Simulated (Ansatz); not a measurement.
**PbTe, element substitutions**

Start from PbTe in the rock salt structure (space group Fm-3m, No. 225; a = 6.535 Å).

Each row replaces one element on all its sites; cell and atoms are relaxed.

The values are results of r2SCAN, PAW, 500 eV (Ansatz, a program for electronic structure; no spin-orbit coupling), earlier PAW set, not measurements.

Problem. Only one of these keeps a band gap. Which?
A) Te → Cd
B) Te → Ru
C) Te → Se

Solution. C, Te → Se. Computed: Te → Cd: zero; Te → Se: 0.67 eV; Te → Ru: zero

Spin-orbit coupling, missing from the scalar runs, can matter with Pb and Te. Whether these cells are dynamically stable was not tested. As relaxed here, CdPb and RuPb are hypothetical phases, not in the database extracts checked. The final runs are not spin-polarised.
